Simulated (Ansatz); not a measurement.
System: Li3SeF (model structure, started from the Li3OCl type, Pm-3m, No. 221, 5 atoms in the cell). Method: G0W0@PBEsol (hard PAW, contour deformation; Ansatz, a quantum-chemistry and plane-wave program).

The cell is the one relaxed with PBEsol. Conventional cell: a = 4.6828 Å, b = 4.6828 Å, c = 4.6828 Å, α = 90.00°, β = 90.00°, γ = 90.00°.

One run with a 6×6×6 mesh, response cutoff 100 eV and 428 empty bands, not extrapolated in mesh or basis; no spin–orbit coupling.

Highest filled and lowest empty level by k point (fractions of the reciprocal vectors of the cell (4.683 -0.000 0.000) (-0.000 4.683 0.000) (-0.000 0.000 4.683) Å; eV from the valence maximum of each method):

```tsv
k	PBEsol filled	PBEsol empty	QP filled	QP empty
0 0 0	-0.13	3.40	-0.10	5.43
0 0 0.167	-0.16	3.79	-0.14	5.85
0 0 0.333	-0.24	4.72	-0.22	6.85
0 0.167 0.167	-0.11	4.09	(withheld)	(withheld)
0.167 0.167 0.167	-0.15	4.34	(withheld)	(withheld)
0.167 0.167 0.333	-0.13	4.88	-0.12	7.02
0.167 -0.5 -0.5	-0.08	4.04	-0.09	6.17
0.333 -0.5 -0.5	-0.31	4.50	-0.33	6.69
```

Task: Estimate the withheld levels to about 0.1 eV.

Result: 
- 0 0.167 0.167, QP filled: -0.09
- 0 0.167 0.167, QP empty: 6.18
- 0.167 0.167 0.167, QP filled: -0.14
- 0.167 0.167 0.167, QP empty: 6.45

Note: the relaxation could raise the start's symmetry but not lower it, so the cell can be a saddle point.

A model structure was made by putting elements into a prototype or built by hand; it is no filed structure, need not be a known phase, and can be a saddle point held by its symmetry.
